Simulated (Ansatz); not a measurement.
The parent structure is YPt$_{3}$ in the Cu3Au type structure (space group Pm-3m, No. 221; a = 4.063 Å; relaxed with 0.1 eV smearing). Axes: x, y, z lie along the cube axes.

It is then changed as follows: uniaxial stress, 0.5 GPa tension along z, with the cell and atoms free to relax against it.

Levels (all Ansatz, an electronic-structure program, PAW): PBEsol (420 eV, no spin-orbit coupling); PBEsol+SOC (420 eV, spin-orbit coupling included).

The geometry is relaxed with PBEsol.

```
Quantity           Result
---------------  --------
PBEsol pressure  -0.2 GPa
```

Task: How does going to PBEsol+SOC change the pressure?

Result: The pressure decreases by 0.3 GPa to -0.5 GPa.

Single points use the geometry relaxed with PBEsol. The spin-orbit shifts are approximate. Load acts through the strain it causes; cell and atoms are relaxed under it. Stability under load was not tested beyond the relaxation. The runs without spin-orbit coupling are not spin-polarised.
